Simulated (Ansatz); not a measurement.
Defect: interstitial Li in alpha cristobalite, charge state +1. Method: PBE, PAW (plane waves to 420 eV; Ansatz, a program for electronic structure).

Cell of 96 host sites held at the relaxed PBE lattice; the Γ point alone; Fermi-Dirac width 0.01 eV, spin-restricted; finite-size errors left in. Static, classical nuclei. The host's phase is taken as given; its stability against other phases was not computed. The charge state is imposed; whether it is stable for some Fermi level was not computed. Sites that were not tried may lie lower.

Barriers: single points on a 2×2×2 k-point mesh shifted by half a step at the bands' geometries.

The step: a concerted move, in which Li travels most; the atom moves 3.36 Å along (-0.50, -0.19, -0.28) of the unit cell; the moving atom starts with neighbours O at 2.08, O at 2.16, O at 2.25, O at 2.38, O at 2.46 Å and ends with O at 2.08, O at 2.16, O at 2.25, O at 2.38, O at 2.46 Å.

Task: What migration barrier of this step does PBE, PAW give?

Result: 4.8 kcal/mol, the same both ways. At the saddle the moving atom has neighbours O at 1.98, O at 1.99, O at 2.28, O at 2.56 Å. The saddle point's order was not checked.
